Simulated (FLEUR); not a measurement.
Band structure of AgAu (R-3m, 2 atoms in the cell).

```
AgAu
1.0
    1.42756     0.82420     4.63319
   -1.42756     0.82420     4.63319
    0.00000    -1.64841     4.63319
Ag Au
1 1
Direct
  0.00000   0.00000   0.00000
  0.50000   0.50000   0.50000
```

Method of the run: PBEsol, all-electron FLAPW (FLEUR), scalar-relativistic valence in FLEUR.

Settings: Kmax = 4 1/bohr; GmaxXC = 14 1/bohr; xcFunctional = PBEs; jspins = 1; l_soc = F; mode = hist; fermiSmearingEnergy = 0.00367493 Htr; mesh (inpgen div1-3) = 9 9 9; inpgen gamma flag = false; Gmax = 14 1/bohr; numbands = 0; maxIterBroyd = 15; imix = Anderson; alpha = 0.05.

The starting cell comes from a database of computed structures (which also holds hypothetical and non-ambient phases and stackings), without a prior relaxation at this level. Its lattice was rescaled by a random factor within 2.5 % of one. Spin-orbit coupling is off. Values depend on the basis (sphere radii, cutoffs, local orbitals), which need not be converged.

Levels in eV from the Fermi level, bands 14 to 21:
```csv
point,14,15,16,17,18,19,20,21
Γ,-3.61,-3.61,-2.41,-2.41,-0.89,3.67,14.28,15.15
L,-3.61,-2.97,-1.89,0.71,1.21,5.85,5.94,11.19
Z,-4.58,-3.76,-3.76,-3.08,-3.08,11.18,11.88,15.35
F,-2.39,-2.11,-1.85,-0.97,1.13,3.29,6.89,10.31
P1,-2.62,-2.62,-1.91,-0.03,0.52,3.40,8.04,10.33
P,-2.62,-2.62,-1.91,-0.03,0.52,3.40,8.04,10.33
```
